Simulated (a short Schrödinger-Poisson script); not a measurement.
System: symmetric double-gate stack, Si3N4 on p-type GaN, at 300 K.

```csv
layer,material,thickness (nm),Na (cm⁻³)
1,Si3N4,2.9,-
2,GaN,6,2e17
3,Si3N4,2.9,-
```

The device is made up for the run: typed textbook-type constants, with dimensions and the other settings drawn at random. Si3N4: permittivity 7.5, conduction-band edge (eV) 2, gap (eV) 5.1, electron mass (mₑ) 0.5. GaN: permittivity 9.5, conduction-band edge (eV) 0, gap (eV) 3.43, Nv at 300 K (cm⁻³) 4.6e19.

Channel valleys (confinement mass, in-plane density-of-states mass, number): Γ 0.2, 0.2, 1. At the gates, both at one voltage, the conduction-band edge of layer 1 lies 2.23 eV − eVg above the Fermi level of the channel. Gaps are held at their typed values at every temperature. Mesh 0.03 nm at interfaces.

Solved with a short Schrödinger-Poisson script written for these runs: 1D Poisson equation in equilibrium, electrons classical, Fermi-Dirac, parabolic valleys, classical holes, full ionisation, no traps, pinning or gate leakage.

The same stack at other levels of the model or other numerical settings:

```csv
run,sheet density of all electrons at Vg = 0.95 V (cm⁻²),sheet density of all electrons at Vg = 0.35 V (cm⁻²),capacitance of both gates at Vg = 0.95 V (μF/cm²),gate voltage at 1e11 electrons/cm² (V),rough cost against the base
base,1.35e13,2.07e12,3.24,0.17,about 1
"electrons treated as classical, Boltzmann",1.68e13,2.36e12,4.20,0.17,0.3
"electrons treated as quantum, Hartree",1.09e13,1.30e12,2.84,0.22,4
"electrons treated as quantum, Hartree plus LDA exchange-correlation",1.17e13,1.66e12,2.93,0.20,7
mesh six times as coarse,1.33e13,2.03e12,3.19,0.18,0.4
```

The classical rows ignore confinement, and Boltzmann statistics overrate the density once the band edge passes the Fermi level.

In real p-type GaN the Mg acceptor is only partly ionised, and so wide a gap doesn't supply an inversion layer without source and drain.
